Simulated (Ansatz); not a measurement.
A self-consistent single point of a (001) slab of CaGa2 (cut from a parent of space group no. 194; 6 atoms in the cell) with Ansatz (an electronic-structure program).

Level of theory: LDA (PW92), default PAW files made with PBE (plane waves; Ansatz).

```xyz
6
Lattice="4.4655 0.0000 0.0000 -2.2327 3.8672 0.0000 0.0000 0.0000 20.7930" Properties=species:S:1:pos:R:3 pbc="T T T"
Ca     0.0000     0.0000     8.5403
Ca     0.0000     0.0000    12.2526
Ga     0.0000     2.5781     7.0000
Ga     2.2327     1.2891    13.7930
Ga     2.2327     1.2891    10.7123
Ga     0.0000     2.5781    10.0807
```

Reference input (self-consistent single point, DFT, LDA (PW92), plane waves, default PAW files made with PBE): basis.ecutwfc = 420 eV; kpoints.mp_grid.grid = 8 8 1; hamiltonian.xc = lda; hamiltonian.pseudopotentials = {kind: paw} (the program's default PAW files); scf.occupations.method = fermi_dirac; scf.occupations.width = 0.1 eV. This run's input differs from it in these lines:

Ansatz 0.2 input:
```diff
@@ -13,3 +13,3 @@
 basis:
-  ecutwfc: 420.0
+  ecutwfc: 210.0
 kpoints:
```

Output, abridged:

```
SCF iter   1: F=—  HF=-18352.995651 eV  |F-HF|=—  |Δ(HF+E_count)|=         —  Δρ=2.79e-2  dr2=1.12e0  ethr=1.77e-3  ⟨swp⟩=10.5  Hψ=2029  notcnv=0
all-band conjugate gradients solve this SCF's bands
preconditioner: auto → LDOS
SCF iter   2: F=—  HF=-18350.857720 eV  |F-HF|=—  |Δ(HF+E_count)|=    2.14e0  Δρ=4.51e-2  dr2=4.53e0  ethr=1.56e-3  ⟨swp⟩=3.0  Hψ=1366  notcnv=0
   [... lines left out ...]
SCF iter   5: F=—  HF=-18346.964945 eV  |F-HF|=—  |Δ(HF+E_count)|=   7.53e-4  Δρ=2.06e-4  dr2=1.92e-4  ethr=3.31e-6  ⟨swp⟩=2.1  Hψ=781  notcnv=0
SCF iter   6: F=—  HF=-18346.964914 eV  |F-HF|=—  |Δ(HF+E_count)|=   3.10e-5  Δρ=7.94e-5  dr2=2.45e-5  ethr=2.66e-7  ⟨swp⟩=3.0  Hψ=978  notcnv=0
SCF iter   7: F=—  HF=-18346.964917 eV  |F-HF|=—  |Δ(HF+E_count)|=   2.66e-6  Δρ=2.03e-5  dr2=2.67e-6  ethr=3.40e-8  ⟨swp⟩=2.0  Hψ=620  notcnv=0
SCF iter   8: F=-18346.964916 eV  HF=-18346.964916 eV  |F-HF|=4.74e-8  |Δ(HF+E_count)|=   7.14e-7  Δρ=3.66e-6  dr2=9.10e-8  ethr=1.39e-10  ⟨swp⟩=7.3  Hψ=2315  notcnv=0
SCF 1 converged in 8 iterations: F = -18346.964916 eV  dr2 = 9.10e-8
Free energy (F): -18346.964916 eV
Internal energy: -18346.846445 eV  (E = F + TS)
E sigma→0 (E₀):  -18346.905681 eV
Entropy (-TS):   -0.118471 eV (-19.745 meV/atom)
Fermi energy:    0.354253 eV
--- Forces (eV/Å), atoms counted from 1 ---
  atom   1  Ca    -0.00000000    -0.00000000     0.12015539
  atom   2  Ca     0.00000000     0.00000000    -0.12015539
  atom   3  Ga     0.00000000     0.00000000     0.04030346
  atom   4  Ga    -0.00000000    -0.00000000    -0.04030346
  atom   5  Ga    -0.00000000     0.00000000    -0.21419360
  atom   6  Ga     0.00000000    -0.00000000     0.21419360
--- Stress (GPa, compression-positive) ---
       -1.490919       0.000000      -0.000000
        0.000000      -1.490919      -0.000000
       -0.000000       0.000000      -0.283687
  P = ⅓ Tr σ = -1.0885 GPa (-10.885 kbar)
  The stress holds the Pulay correction. Without it, at fixed plane waves, as pw.x and ABINIT print it: P = -57.0322 GPa
```

The run converged in 8 iterations. Against the reference run the free energy goes up by 4.25 eV/atom and the largest force goes from 0.153 to 0.214 eV/Å.

The starting cell comes from a database of computed structures (which also holds hypothetical and non-ambient phases and stackings), without a prior relaxation at this level. The slab is cut from that crystal, and its faces are unrelaxed. Its lattice was rescaled by up to half a per cent. The cutoff lies below the one recommended for these files.
